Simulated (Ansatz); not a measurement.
The starting structures come from a database of crystals and need not be the phases stable at ambient conditions.

Given:

```
CELL_PARAMETERS angstrom
      4.83215     0.00000     0.00000
      0.00000     9.02186     0.00000
      0.00000     0.00000     7.60545
ATOMIC_POSITIONS crystal
  Ca 0.25000 0.92493 0.34566
  Ca 0.75000 0.07507 0.65434
  Ca 0.75000 0.42493 0.15434
  Ca 0.25000 0.57507 0.84566
  Ca 0.75000 0.82141 0.01909
  Ca 0.25000 0.17859 0.98091
  Ca 0.25000 0.32141 0.48091
  Ca 0.75000 0.67859 0.51909
  Si 0.75000 0.39599 0.75305
  Si 0.25000 0.60401 0.24695
  Si 0.25000 0.89599 0.74695
  Si 0.75000 0.10401 0.25305
```

The cell is taken as given.

Transport runs along the normal of the first two printed cell vectors.

No gap correction and no spin-orbit coupling; mid-gap is the computed energy nearest the middle.

### Question
Predict the band gap and the smallest decay constant κ at mid-gap from Ansatz (a first-principles code) with r2SCAN.

### Answer
Gap 0.50 eV on a 6×4×4 mesh; κ = 0.102 1/Å, at the zone centre.
